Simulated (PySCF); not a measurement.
PySCF 2.14.0, BP86/def2-svp, df: Y(F)(OMe)2 (C[O][Y]([F])[O]C), 12 atoms. The geometry is a generated start, not checked to be a minimum at this level.

```yaml
task: energy
method: bp86
basis: def2-svp
two_electron_scheme: density fitting
mol.max_memory: 3000 MB
mf.max_cycle: 100
mf.init_guess: minao (default)
mf.DIIS: CDIIS (default)
mf.conv_tol: 1e-09 (default)
mf.grids.level: 3 (default)
effective_core_potentials: those of the basis set, past Kr
basis_functions: 131
grid_points: 151384
```

```xyz
12

Y      0.9015     1.2033     0.9255
F     -0.7306     0.9254     1.9131
O      0.2931     1.3263    -0.8905
C     -1.0785     1.0982    -1.1144
H     -1.6778     1.9828    -0.8401
H     -1.2103     0.9036    -2.1868
H     -1.4471     0.2163    -0.5517
O      1.7441    -0.5194     1.0324
C      0.9492    -1.5621     0.5244
H      0.8462    -1.4864    -0.5746
H      1.4615    -2.5051     0.7604
H     -0.0512    -1.5828     1.0024
```

Charge 0 and multiplicity 1 are set for this test and not shown to be the ground state.

One run each on 2 threads, 1 BLAS thread. Values of diis_space tried: 3, 5, 8 (default), 12, 20.

### Question
How does the count of Fock builds change with diis_space, and where is it least?

### Answer
Fewest Fock builds, within one of each other: 8 (default) with 15, 12 with 15, 20 with 15. The count rises to 45 at 3. All converge to one solution.

```json
[
 {"diis_space": "3", "Fock builds": "45", "end": "same solution"},
 {"diis_space": "5", "Fock builds": "18", "end": "same solution"},
 {"diis_space": "8 (default)", "Fock builds": "15", "end": "same solution"},
 {"diis_space": "12", "Fock builds": "15", "end": "same solution"},
 {"diis_space": "20", "Fock builds": "15", "end": "same solution"}
]
```
